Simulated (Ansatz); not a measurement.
The parent structure is ZrC in the rock salt structure (space group Fm-3m, No. 225; relaxed with 0.1 eV smearing).

```xyz
2
Lattice="0.0000 2.3345 2.3345 2.3345 0.0000 2.3345 2.3345 2.3345 0.0000" Properties=species:S:1:pos:R:3 pbc="T T T"
Zr     0.0000     0.0000     0.0000
C      2.3345     2.3345     2.3345
```

Cartesian axes are those of the cell as printed.

Method: PBEsol (Ansatz, an electronic-structure program, PAW, spin-orbit coupling left out).

For the base:

Band gap: zero
Shortest interatomic distance: 2.335 Å

One thing is altered: tensor shear ε_xy = +0.86 % (engineering shear γ = 0.0172); the atoms relax in the strained cell.

Task: What does the calculation give for the energy relative to the base after the change?

Result: The energy increases by 1.8 meV/atom.

Task: Predict the new stress.

Result: The stress (xx, yy, zz, yz, xz, xy; compression positive) amounts to (0.0, 0.0, 0.0, 0.0, 0.0, -2.7) GPa.

Task: Predict the new band gap.

Result: The band gap is still zero.

Task: How does this affect the shortest interatomic distance?

Result: The shortest interatomic distance stays 2.335 Å.

No phonon test of stability was made. All final runs are without spin polarisation.
